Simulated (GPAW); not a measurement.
Band structure of SrPdO3 (Pm-3m, 5 atoms in the cell).

```yaml
crystal:
  lattice:
    - [4.12591, 0.00000, 0.00000]
    - [0.00000, 4.12591, 0.00000]
    - [0.00000, 0.00000, 4.12591]
  atoms:
    - { symbol: Sr, position: [0.00000, 0.00000, 0.00000] }
    - { symbol: Pd, position: [0.50000, 0.50000, 0.50000] }
    - { symbol: O, position: [0.50000, 0.50000, 0.00000] }
    - { symbol: O, position: [0.00000, 0.50000, 0.50000] }
    - { symbol: O, position: [0.50000, 0.00000, 0.50000] }
```

Level of theory: PBEsol, GPAW PAW datasets PBEsol (made by gpaw-setup) (plane waves; GPAW 25.7.0).

Settings: mode = pw; ecut = 900 eV; xc = PBEsol; kpts = 6 6 6; mesh shift (steps) = 0 0 0; occupations.name = methfessel-paxton; occupations.width = 0.1 eV; occupations.order = 0; nbands = -9; convergence.forces = 0.001 eV/Å; symmetry.symmorphic = false; symmetry.tolerance = 0.0005; maxiter = 100; bandpath_npoints = 40.

The starting cell comes from a database of computed structures (which also holds hypothetical and non-ambient phases and stackings), without a prior relaxation at this level. Its lattice was rescaled by a random factor within 2.5 % of one. Spin polarisation is off.

Levels in eV from the Fermi level, bands 19 to 26:
```json
[
 {"point": "Γ", "19": "-1.18", "20": "-1.18", "21": "-1.18", "22": "-0.87", "23": "-0.87", "24": "-0.87", "25": "4.49", "26": "5.20"},
 {"point": "X", "19": "-1.41", "20": "-1.16", "21": "-1.16", "22": "0.10", "23": "0.10", "24": "1.51", "25": "6.51", "26": "6.65"},
 {"point": "M", "19": "-0.33", "20": "-0.16", "21": "-0.05", "22": "-0.05", "23": "-0.05", "24": "3.87", "25": "7.05", "26": "7.45"},
 {"point": "R", "19": "-0.27", "20": "0.14", "21": "0.14", "22": "0.14", "23": "3.88", "24": "3.88", "25": "6.23", "26": "6.23"}
]
```

Bands cross the Fermi level along this path, so the cell is metallic at this level.
